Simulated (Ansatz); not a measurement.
```
Si
1.0
    3.80219     0.00000     0.00000
   -1.90110     3.29279     0.00000
    0.00000     0.00000     6.28872
Si
4
Direct
  0.33333   0.66667   0.06303
  0.66667   0.33333   0.93697
  0.66667   0.33333   0.56303
  0.33333   0.66667   0.43697
```

The cell is a database entry relaxed within its symmetry; it need not be the phase found at ambient conditions. At this level the gap is small or closed, and a narrow smearing was used.

Q: List the harmonic phonon frequencies (cm⁻¹; finite displacements on a 6×6×2 mesh, LDA in Ansatz, a first-principles code, k mesh 12×12×4, fermi-dirac smearing of 0.03 eV) at q = (0.000, -0.500, -0.500), (0.167, 0.167, -0.500), (0.333, 0.333, 0.000), in fractions of this cell's reciprocal vectors. At Γ leave out the LO-TO shift.

A: 
- (0.000, -0.500, -0.500): 123, 123, 137, 137, 367, 367, 417, 417, 469, 469, 473, 473
- (0.167, 0.167, -0.500): 148, 148, 157, 157, 271, 271, 446, 446, 471, 471, 477, 477
- (0.333, 0.333, 0.000): 186, 186, 188, 206, 303, 303, 380, 380, 465, 468, 468, 491

The PAW data sets were generated under PBE and serve the other functionals too.
